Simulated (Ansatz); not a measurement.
Start from HfS$_{2}$ in the CdI2 type structure (space group P-3m1, No. 164; a = 3.5475 Å, c = 5.5768 Å; layered, stacked along the Cartesian z axis). Axes: x lies along a and z along c of the hexagonal cell.

Calculations: Ansatz (a quantum-chemistry and plane-wave program), PBEsol-D3(BJ), PAW, cutoff 420 eV, no spin-orbit coupling.

Modification: uniaxial strain ε_xx = −2.00 %, all other strain components held at zero; the atoms relax in the strained cell.

Problem. Predict the stress tensor and what it implies for the stiffness.

Solution. Stress of the strained cell less that of the base (GPa, compression positive):
```
   3.26    0.00    0.00
   0.00    0.55    0.11
   0.00    0.11    0.22
```

Then −Δσ_ii/ε with ε = -0.0200 gives secant stiffness values (nonlinear terms included at this strain): C11 ≈ 163 GPa and C12 ≈ 28 GPa.

As a check, the harmonic strain energy −½ V₀ Δσ:ε is 4.1 meV/atom; the computed energy rise is 4.1 meV/atom.

No phonon test of stability was made.
